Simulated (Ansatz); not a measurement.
Take CdTe in the zinc blende structure (space group F-43m, No. 216; a = 6.489 Å) as the base.

The change: cell and atoms relaxed at a pressure of 1.5 GPa.

Levels (all Ansatz, a program for electronic structure, PAW): PBEsol (420 eV, without spin-orbit coupling); r2SCAN (500 eV, no SOC); HSE06 (420 eV, without spin-orbit coupling).

At the geometry relaxed with PBEsol, these levels gave the following band gaps, in shuffled order: (a) 0.75 eV, (b) 1.74 eV, (c) 1.38 eV.

Task: Match each gap to its level.

Result: (a) PBEsol; (b) HSE06; (c) r2SCAN.

Single points use the geometry relaxed with PBEsol. With Te present, leaving out spin-orbit coupling can change the band edges. Load acts through the strain it causes; cell and atoms are relaxed under it. Stability against distortions was not tested.
